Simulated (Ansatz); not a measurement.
**CdS: S → Ru**

Base system: CdS in the zinc blende structure (space group F-43m, No. 216; a = 5.825 Å).

Now apply this change: Ru takes the place of S on all its sites; the structure is relaxed again.

Method: Ansatz (a first-principles code) PBEsol, no spin-orbit coupling, earlier PAW set. k-mesh 14×14×14 (Γ-centred); smearing 0.05 eV (Fermi–Dirac), for the changed cell.

```csv
quantity,base,changed,shift
volume per atom,24.70 Å³,25.44 Å³,+0.74 Å³
density,4.86 g/cm³,6.97 g/cm³,+2.11 g/cm³
lattice parameter a,582.5 pm,588.2 pm,+5.76 pm
space group,F-43m (No. 216),F-43m (No. 216),–
shortest interatomic distance,252.2 pm,254.7 pm,+2.5 pm
band gap,1.01 eV,zero,–
```

Final structure:

```xyz
2
Lattice="0.0000 2.9412 2.9412 2.9412 0.0000 2.9412 2.9412 2.9412 0.0000" Properties=species:S:1:pos:R:3 pbc="T T T"
Ru     1.4706     1.4706     1.4706
Cd     0.0000     0.0000     0.0000
```

Stability against distortions was not tested. As relaxed here, CdRu is a hypothetical phase, not in the database extracts checked. The final runs are not spin-polarised. CdRu has a high density of states at the Fermi level and may be magnetic at this level.
